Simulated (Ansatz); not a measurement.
```
CELL_PARAMETERS angstrom
      3.19133     0.00000     0.00000
     -1.59566     2.76377     0.00000
      0.00000     0.00000     3.15623
ATOMIC_POSITIONS crystal
  Mo 0.00000 0.00000 0.00000
  P  0.66667 0.33333 0.50000
```

The cell was generated from a structure type, relaxed within its symmetry, and need not be the phase found at ambient conditions.

**Question.** List the harmonic phonon frequencies (cm⁻¹; finite displacements on a 6×6×6 mesh, DFT at the LDA level (Ansatz, a program for electronic structure), k mesh 12×12×12, methfessel-paxton smearing of 0.15 eV) at q = (0.167, 0.167, 0.000), (0.000, 0.000, 0.167), (0.333, 0.333, -0.500), in fractions of this cell's reciprocal vectors. At Γ leave out the LO-TO shift.

**Answer.** 
- (0.167, 0.167, 0.000): 131, 158, 192, 384, 403, 442
- (0.000, 0.000, 0.167): 86, 86, 141, 395, 395, 399
- (0.333, 0.333, -0.500): 188, 225, 246, 382, 399, 408

The PAW data sets were generated under PBE and serve the other functionals too.
